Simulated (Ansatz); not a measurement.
CsCl-type ScAu

Level of theory: r²SCAN in Ansatz (plane waves, PAW).

Settings: plane-wave cutoff 560 eV, 16×16×16 k mesh, Fermi–Dirac smearing 0.05 eV, scalar-relativistic PAW data made under PBE.

Cell (relaxed at this level):

```
CELL_PARAMETERS angstrom
      3.38536     0.00000     0.00000
      0.00000     3.38536     0.00000
      0.00000     0.00000     3.38536
ATOMIC_POSITIONS crystal
  Sc 0.50000 0.50000 0.50000
  Au 0.00000 0.00000 0.00000
```

| Property | Value |
|---|---|
| band gap | zero (no gap) |
| bulk modulus | 116 GPa |

Note: the bulk modulus is −V dP/dV from two relaxed cells at ±2 % in volume.

Spin–orbit coupling is not included; it can shift volumes and moduli of such heavy elements.

Static lattice: no zero-point or thermal effects.

Ansatz is an electronic-structure program.
